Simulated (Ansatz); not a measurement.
For MgAu (Pm-3m, No. 221, 2 atoms in the cell; start mp-437), LDA (plane waves, PAW; Ansatz, a program for electronic structure) gives:

```
Item                                   Value
------------------------------  ------------
equilibrium lattice constant a       3.219 Å
bulk modulus B0                      103 GPa
cohesive energy                 3.68 eV/atom
```

Problem. What does r²SCAN in Ansatz (plane waves, PAW) give for the same quantities?

Solution. 
- lattice constant a: 3.271 Å (grows by 1.6 %)
- bulk modulus: 92.3 GPa (shrinks by 10 %)
- cohesive energy: 3.18 eV/atom (falls by 0.50 eV/atom)

Changes are worked out from the printed values.

Unless a cell is named, each level is at its own relaxed cell (LDA 16.68, r²SCAN 17.49 Å³/atom).

Levels without +SOC leave out spin–orbit coupling, which shifts energies and cells of such heavy elements.

Caveats: the bulk modulus is −V dP/dV from two relaxed cells at ±2 % in volume (LDA, r²SCAN); the relaxation could not lower the start's symmetry, so the cell can be a saddle point above a distorted one (LDA, r²SCAN). Ansatz's density-functional and Hartree–Fock values are scalar-relativistic unless marked +SOC, with PAW data made under PBE.

A start named mp-… is a Materials Project structure, which need not be a measured phase.
